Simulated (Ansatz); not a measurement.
The starting structures come from a database of crystals and need not be the phases stable at ambient conditions.

Data:

```xyz
12
Lattice="5.8035 0.0000 0.0000 0.0000 11.5924 0.0000 2.9018 5.7962 2.9018" Properties=species:S:1:pos:R:3 pbc="T T T"
K      0.0000     8.6943     0.0000
K      0.0000     2.8981     0.0000
Ag     2.9018     0.0000     0.0000
Ag     2.9018     5.7962     0.0000
F      6.7825     4.4613     1.9228
F      1.9228    12.9273     0.9790
F      3.8807     4.4613     0.9790
F      4.8245    12.9273     1.9228
F      1.9228    10.2576     0.9790
F      6.7825     7.1311     1.9228
F      4.8245    10.2576     1.9228
F      3.8807     7.1311     0.9790
```

Space group of this cell: I4/mcm. The cell is taken as given.

Transport runs along the normal of the first two printed cell vectors, the (100) plane of the conventional cell.

The gap is the functional's own, uncorrected, and κ follows it; spin-orbit coupling is left out. Mid-gap values are interpolated between the computed energies.

**Question.** Estimate the band gap and the smallest decay constant κ at mid-gap that PBEsol (Ansatz, a quantum-chemistry and plane-wave program) returns for this system.

**Answer.** Gap 1.79 eV on a 10×10×10 mesh; κ = 0.603 1/Å, at the zone centre.
